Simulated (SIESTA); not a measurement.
SIESTA 5.4.2, DFT, PBE, numerical atomic orbitals DZP, PseudoDojo PBE standard norm-conserving (rewritten from UPF to PSML): SiMo3 (from the phase in space group 223, mp-1275) (Si2Mo6), 8 atoms. Basis and mesh were picked for this test and aren't claimed converged.

cell: 4.89, 4.89, 4.89 Å; 90, 90, 90°
task: scf
k mesh: 4×4×4
PAO.BasisSize: DZP
PAO.EnergyShift: 0.01 Ry
MeshCutoff: 300 Ry
ElectronicTemperature: 300 K
MaxSCFIterations: 200
SCF.DM.Tolerance: 0.0001
Diag.ParallelOverK: true
SolutionMethod: diagon (default)
Diag.Algorithm: Divide-and-Conquer (default)
SCF.H.Tolerance: 0.001 eV (default)
k-points: 44
basis orbitals: 140
electrons: 92
real-space mesh: 54×54×54

Settings of this run: SCF.Mixer.Method = linear, SCF.Mixer.Weight = 0.25, SCF.Mixer.History = 6, SCF.Mix = Hamiltonian, SCF.Mixer.Restart = 0; 2 ranks.

| iteration | FreeEng (eV) | dDmax | dHmax (eV) |
|---|---|---|---|
| 1 | -11685.607840 | 0.951894 | 8.749604 |
| 2 | -11699.792792 | 0.322330 | 3.416913 |
| 3 | -11701.377065 | 0.077624 | 1.528678 |
| 4 | -11701.658554 | 0.038755 | 0.786071 |
| 5 | -11701.741436 | 0.023781 | 0.447349 |
| 6 | -11701.771942 | 0.014734 | 0.270407 |
| 7 | -11701.783833 | 0.009175 | 0.168763 |
| 8 | -11701.788525 | 0.005731 | 0.107092 |
| 9 | -11701.790380 | 0.003588 | 0.068602 |
| 10 | -11701.791115 | 0.002250 | 0.044232 |
| 11 | -11701.791407 | 0.001415 | 0.028678 |
| 12 | -11701.791523 | 0.000899 | 0.018697 |
| 13 | -11701.791570 | 0.000573 | 0.012261 |
| 14 | -11701.791588 | 0.000366 | 0.008097 |
| … | … | … | … |
| 101 | -11236.390969 | 2.093833 | 56.637833 |
| 102 | -11236.390976 | 2.093833 | 56.637833 |
| 103 | -11236.390982 | 2.093833 | 56.637832 |
| 104 | -11236.390985 | 2.093833 | 56.637832 |
| 105 | -11236.390989 | 2.093833 | 56.637831 |
| 106 | -11236.390991 | 2.093833 | 56.637831 |
| 107 | -11236.390993 | 2.093833 | 56.637831 |
| 108 | -11236.390994 | 2.093833 | 56.637831 |
| … | … | … | … |
| 193 | -11236.390998 | 2.093833 | 56.637831 |
| 194 | -11236.390998 | 2.093833 | 56.637831 |
| 195 | -11236.390998 | 2.093833 | 56.637831 |
| 196 | -11236.390998 | 2.093833 | 56.637831 |
| 197 | -11236.390998 | 2.093833 | 56.637831 |
| 198 | -11236.390998 | 2.093833 | 56.637831 |
| 199 | -11236.390998 | 2.093833 | 56.637831 |
| 200 | -11236.390998 | 2.093833 | 56.637831 |

It was not converged within MaxSCFIterations = 200.

**Question.** What should be changed so that self-consistency is reached?

**Answer.** Several could match; the one computed here: SCF.Mixer.Method = Pulay, SCF.Mixer.Variant = stable (default) (8 SCF iterations) or SCF.Mixer.Method = Pulay, SCF.Mixer.Variant = original+SVD (8 SCF iterations), all else kept. Counts are of single runs.
